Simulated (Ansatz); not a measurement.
A computed series for CdTe: response to strain

The parent structure is CdTe in the zinc blende structure (space group F-43m, No. 216).

```yaml
crystal:
  lattice:
    - [0.00000, 3.27881, 3.27881]
    - [3.27881, 0.00000, 3.27881]
    - [3.27881, 3.27881, 0.00000]
  atoms:
    - { symbol: Te, position: [0.75000, 0.75000, 0.75000] }
    - { symbol: Cd, position: [0.00000, 0.00000, 0.00000] }
```

Cartesian axes are those of the cell as printed.

Strains are applied to the cell and any free atomic positions relax.

Levels (all Ansatz, an electronic-structure program, PAW): r2SCAN (500 eV, scalar-relativistic without spin-orbit coupling); HSE06 (420 eV, scalar-relativistic without spin-orbit coupling).

Band gaps by level, all at the geometries relaxed with r2SCAN:

```csv
case,r2SCAN,HSE06
base,1.17 eV,1.51 eV
isotropic strain −2.67 %,1.43 eV,1.79 eV
isotropic strain −0.25 %,1.19 eV,1.54 eV
isotropic strain −0.15 %,1.18 eV,1.53 eV
uniaxial strain ε_yy = −5.68 %,1.23 eV,1.58 eV
tensor shear ε_yz = −1.66 %,1.07 eV,1.42 eV
```

Single points use the geometry relaxed with r2SCAN. With Te present, leaving out spin-orbit coupling can change the band edges. Stability against distortions was not tested.
